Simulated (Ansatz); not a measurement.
The starting structures come from a database of crystals and need not be the phases stable at ambient conditions.

Given:

```
CELL_PARAMETERS angstrom
      4.61362     0.00000     0.00000
      0.00000     4.61362     0.00000
      0.00000     0.00000     6.49047
ATOMIC_POSITIONS crystal
  Mg 0.50000 0.50000 0.50000
  Cd 0.00000 0.00000 0.00000
  Te 0.00000 0.50000 0.25545
  Te 0.50000 0.00000 0.74455
```

Space group of this cell: P-4m2. The cell is taken as given; by PBEsol its mean pressure is -0.9 GPa.

Calculation: PBEsol (plane waves, PAW; Ansatz, a first-principles code).

The current runs along the normal of the first two printed vectors; no spin-orbit coupling. Scaled by the factor s: both lengths across the current (ions clamped). The meshes follow the cell: 8×8×6 and 8×8 across at s = 0.98, 8×8×6 and 8×8 across at s = 1.00, 6×6×6 and 6×6 across at s = 1.02.

| s | mean pressure (GPa) | slowest mid-gap decay constant κ (1/Å) |
|---|---|---|
| 0.98 | 0.7 | 0.117 |
| 1.00 | -0.9 | 0.107 |
| 1.02 | -2.1 | ? |

Task: Take the slope of the slowest mid-gap decay constant κ against ln s from the two given rows, extrapolate to s = 1.02, and say what the run there gives.

Result: Slope = (0.117 − 0.107) / ln 0.98 = -0.495 1/Å. The line gives 0.107 + (-0.495) × ln 1.02 = 0.097 1/Å. The run gives 0.097 1/Å, as the line does.
